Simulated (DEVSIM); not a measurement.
System: TaN/HfO2/p-Ge capacitor, at 400 K.

Layer 1 from the left is HfO2, thickness (nm) 7.20. Layer 2 from the left is Ge, thickness (nm) 660, Na (cm⁻³) 8.1e17.

Metal gate on the left, work function 4.4 eV. Fixed charge at the semiconductor interface -9.4e10 cm⁻² (in units of +e); no interface traps.

Constants are typed, rounded textbook-type inputs, not results; the design itself was drawn at random and stands for no fabricated device. Values at 300 K; Nc and Nv go as T^1.5, mobilities as T to minus their exponent, the gap by Varshni's rule with the affinity fixed.

HfO2: gap (eV) 5.7, affinity (eV) 2.5, permittivity 22. Ge: gap (eV) 0.664, affinity (eV) 4, permittivity 16, Nc (cm⁻³) 1.04e19, Nv (cm⁻³) 6e18, Varshni α (eV/K) 0.000477, Varshni β (K) 235.

Problem. Estimate by hand the flat-band voltage, the threshold voltage, and compare with a numerical solution.

Solution. 
- Flat-band voltage: C = 2.71 μF/cm², work-function difference -0.140 V; VFB = φms − qNf/C = -0.13 V; numerical -0.13 V.
- Threshold voltage: φF = 0.219 V, depletion charge √(4εqNφF) = 4.01e-7 C/cm²; VT = VFB + 2φF + Qd/C = 0.45 V; numerical 0.45 V.

Model (solved in DEVSIM): 1D Poisson equation in equilibrium, Boltzmann statistics, complete ionisation; no quantum confinement or tunnelling. Metal contacts follow the ideal Schottky-Mott rule: no Fermi-level pinning, no interface dipoles.
